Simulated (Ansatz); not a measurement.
Functionals compared on the (11-21) surface of hcp Os in its 1x1 cell, outermost plane spacing 0.66 Å in the ideal cut, in Ansatz (plane waves, PAW). The structure was relaxed with PBE; the other rows are single points on it, each with its references at the same level. Cutoff 420 eV (500 eV for r2SCAN).

Slab: 16 atoms, 9.8 Å thick at the start (thin: gaps and levels are the slab's own); k 9x8x1, smearing 0.1 eV, dipole-corrected; all atoms relaxed; start symmetry kept, larger cells not searched; no spin, no spin-orbit, no U. These notes are the PBE run's.

| functional | surface energy (J/m²) | work function of the top face (eV) | rough cost of the single point |
|---|---|---|---|
| PBE | 3.98 | 4.68 | – |
| LDA | 4.62 | 5.01 | roughly 4 core-minutes |
| PBEsol | ___ | ___ | about 5 core-minutes (a rough figure) |
| RPBE | 3.73 | 4.53 | around 4 core-minutes (rough) |
| r2SCAN | 4.28 | 4.70 | roughly 7 core-minutes |

Problem. Some entries are withheld; supply them.

Solution. 
- PBEsol, surface energy (J/m²): 4.47
- PBEsol, work function of the top face (eV): 4.78

Ansatz is a quantum-chemistry and plane-wave program.
